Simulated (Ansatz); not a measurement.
Seebeck coefficient (μV/K, mean over directions) of n-type CdTe (F-43m) against carrier density, r2SCAN with spin-orbit coupling, rigid bands in Ansatz (an electronic-structure program). Computed gap 1.01 eV; densities at which minority carriers matter at this gap, or further valleys turn the trend, are left out. Conductivity mass 0.099 mₑ (harmonic mean over directions), N_c = 7.5e17 cm⁻³ at 300 K.

```tsv
electron density	300 K	500 K
1e16 cm⁻³	-581	-652
1e17 cm⁻³	-384	[?]
1e18 cm⁻³	-196	-261
3e18 cm⁻³	-121	[?]
1e19 cm⁻³	-64	-103
3e19 cm⁻³	-35	[?]
1e20 cm⁻³	-20	-33
3e20 cm⁻³	-14	-29
```

Question: What belongs in the gaps?

Answer: 
- 1e17 cm⁻³, 500 K: -454
- 3e18 cm⁻³, 500 K: -177
- 3e19 cm⁻³, 500 K: -59

Rigid bands with a gap fixed in temperature, one relaxation time for all states, no polarons or phonon drag, and whether or not such doping can be reached. Geometry: cell and atoms relaxed with PBEsol.
